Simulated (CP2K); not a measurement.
Worked example: self-consistent single point of CaZrN₂ (R3m, 4 atoms in the cell) in CP2K.

Method: LDA (Pade form), GPW, DZVP-MOLOPT-SR-GTH basis, GTH-PADE potentials (GTH_POTENTIALS) run with CP2K.

```
CELL_PARAMETERS angstrom
      5.89459     0.00000     0.00000
      4.97220     3.16598     0.00000
      4.97220     1.44862     2.81512
ATOMIC_POSITIONS crystal
  Ca 0.00299 0.00299 0.00299
  Zr 0.50000 0.50000 0.50000
  N  0.23812 0.23812 0.23812
  N  0.76188 0.76188 0.76188
```

Reference input (self-consistent single point, DFT LDA (Pade form), GPW, DZVP-MOLOPT-SR-GTH basis, GTH-PADE potentials (GTH_POTENTIALS)): CUTOFF = 500 Ry; REL_CUTOFF = 50 Ry; SMEAR/METHOD = FERMI_DIRAC; ELECTRONIC_TEMPERATURE = 232.09 K; KPOINTS/SCHEME = MONKHORST-PACK 4 4 4; GAMMA_CENTERED = T; XC_FUNCTIONAL = PADE; Ca/BASIS_SET = DZVP-MOLOPT-SR-GTH-q10; Ca/POTENTIAL = GTH-PADE-q10; Zr/BASIS_SET = DZVP-MOLOPT-SR-GTH-q12; Zr/POTENTIAL = GTH-PADE-q12; N/BASIS_SET = DZVP-MOLOPT-SR-GTH-q5. This run's input differs from it in these lines:

```diff
@@ -40,3 +40,3 @@
     &KPOINTS
-      SCHEME MONKHORST-PACK 4 4 4
+      SCHEME MONKHORST-PACK 8 8 8
       GAMMA_CENTERED T
```

Output, abridged:

```
 SCF WAVEFUNCTION OPTIMIZATION

  Step     Update method      Time    Convergence         Total energy    Change
     1 NoMix/Diag. 0.20E+00      -     1.81639033      -104.8537160695 -1.05E+02
     2 Broy./Diag. 0.20E+00      -     0.17506576      -102.4787554031  2.37E+00
     3 Broy./Diag. 0.20E+00      -     0.20899648      -103.6623609000 -1.18E+00
     4 Broy./Diag. 0.20E+00      -     0.04554663      -104.3353748941 -6.73E-01
     5 Broy./Diag. 0.20E+00      -     0.04144097      -103.9481860870  3.87E-01
     6 Broy./Diag. 0.20E+00      -     0.00625676      -104.0443544527 -9.62E-02
   [... 7 lines left out ...]
    14 Broy./Diag. 0.20E+00      -     0.00001029      -104.0733729295 -5.26E-05
    15 Broy./Diag. 0.20E+00      -     0.00000108      -104.0733913187 -1.84E-05
    16 Broy./Diag. 0.20E+00      -     0.00000111      -104.0734036893 -1.24E-05
    17 Broy./Diag. 0.20E+00      -     0.00000006      -104.0734057422 -2.05E-06
  *** SCF run converged in    17 steps ***

  Overlap energy of the core charge distribution:               0.00000000000116
  Self energy of the core charge distribution:               -207.53611878614927
  Core Hamiltonian energy:                                     50.19497203636183
  Hartree energy:                                              69.30371556072549
  Exchange-correlation energy:                                -16.03597450389633
  Electronic entropic energy:                                  -0.00000004923830
  Fermi energy:                                                 0.35942257939349

  Total energy:                                              -104.07340574219543
  Total energy (extrapolated to T->0):                       -104.07340571757628

   [... lines left out ...]

 STRESS| Analytical stress tensor [bar]
 STRESS|                        x                   y                   z
 STRESS|      x       -5.95092046172E+04  -1.04412704065E+03  -6.37451108988E+02
 STRESS|      y       -1.04412704065E+03  -5.62289730921E+04  -1.85561708839E+02
 STRESS|      z       -6.37451108988E+02  -1.85561708839E+02  -5.60362683478E+04
 STRESS| 1/3 Trace                                            -5.72581486857E+04
```

The run converged in 17 iterations. Against the reference run the free energy drops by 16.8 meV/atom, the pressure goes from -5.47 to -5.73 GPa, the largest force goes from 0.690 to 0.643 eV/Å and the gap on the mesh goes from 0.277 to 0.314 eV.

The starting cell comes from a database of computed structures (which also holds hypothetical and non-ambient phases and stackings), without a prior relaxation at this level. Its lattice was rescaled by up to half a per cent. One atom was moved a little off its site on purpose. Values carry the incompleteness of an atom-centred basis. With a pressure of about -6 GPa the cell is away from its equilibrium volume at this level.

Cost on one core of a shared machine: roughly 3 min.
